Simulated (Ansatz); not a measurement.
How far PBE and r2SCAN part for ScAl3, pressure −2 GPa

The parent structure is ScAl$_{3}$ in the Cu3Au type structure (space group Pm-3m, No. 221; a = 4.106 Å).

(Cell as relaxed with PBE.)

Levels (all Ansatz, an electronic-structure program, PAW): PBE (420 eV, without spin-orbit coupling); r2SCAN (500 eV, spin-orbit coupling left out).

Each level relaxes its own structure.

| base | PBE | r2SCAN |
|---|---|---|
| volume per atom | 17.30 Å³ | 17.05 Å³ |
| lattice parameter a | 4.106 Å | 4.086 Å |
| band gap | zero | zero |

It is then changed as follows: a negative pressure, −2 GPa.

```
quantity              PBE      r2SCAN
---------------  --------  ----------
volume per atom  17.73 Å³  (withheld)
band gap             zero  (withheld)
```

Predict the r2SCAN column.


- volume per atom, r2SCAN: 17.44 Å³
- band gap, r2SCAN: zero

PBE's volume per atom lies 0.29 Å³ above r2SCAN's (1.7 %); the two agree on the band gap. Neither level is exact; r2SCAN is the comparison here, not a measurement.

Load acts through the strain it causes; cell and atoms are relaxed under it. Whether these cells are dynamically stable was not tested. All final runs are without spin polarisation.
